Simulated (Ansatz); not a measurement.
# SiC: isotropic strain −2.40 %

Start from SiC in the wurtzite structure (space group P6_3mc, No. 186; a = 3.076 Å, c = 5.048 Å).

Perturbation: the cell is scaled by 0.9760 in all directions; the atoms relax in the strained cell.

Computed with Kohn–Sham DFT with the PBEsol functional, run in Ansatz (a program for electronic structure) with PAW and 420 eV plane waves, without spin-orbit coupling. k-mesh 12×12×7 (Γ-centred); smearing 0.05 eV (Fermi–Dirac).

The volume per atom shrinks by 0.73 Å³ (10.34 Å³ → 9.61 Å³) and the space group remains P6_3mc (No. 186). The shortest interatomic distance drops by 0.045 Å (1.883 Å → 1.838 Å) and the energy goes up by 40 meV/atom. The pressure (mean of the normal stresses, compression positive) goes from zero to 18.66 GPa and the band gap shrinks by 0.139 eV to 1.99 eV. The gap character is still indirect, Γ → K and the smallest direct gap increases by 0.14 eV, from 3.86 eV to 4.00 eV. The mean gap deformation potential ΔEg/Δln V is +1.9 eV and the width of the top valence band increases by 0.17 eV (3.93 eV → 4.10 eV). The electron mass becomes 0.25 mₑ along c, 0.41 mₑ across (at K) (base: 0.26 mₑ along c, 0.43 mₑ across (at K)) and the valence-band top at Γ (three highest levels, from the VBM) becomes 0.00, 0.00, -0.12 eV (base: 0.00, 0.00, -0.11 eV). The valley order (the lowest conduction-band minima on the path, energy above the VBM, named in the base's zone) amounts to K (1/3, 1/3, 0) 1.99 eV; M (1/2, 0, 0) 2.78 eV.

Final structure:

```yaml
crystal:
  lattice:
    - [3.00213, 0.00000, 0.00000]
    - [-1.50107, 2.59992, 0.00000]
    - [0.00000, 0.00000, 4.92664]
  atoms:
    - { symbol: Si, position: [0.33333, 0.66667, 0.99965] }
    - { symbol: Si, position: [0.66667, 0.33333, 0.49965] }
    - { symbol: C, position: [0.33333, 0.66667, 0.37535] }
    - { symbol: C, position: [0.66667, 0.33333, 0.87535] }
```

Cost of the whole job for the changed cell (relaxation, final SCF and bands): very roughly 10 core-seconds.

Effective masses come from finite differences of ±0.01 Å⁻¹. Whether these cells are dynamically stable was not tested.
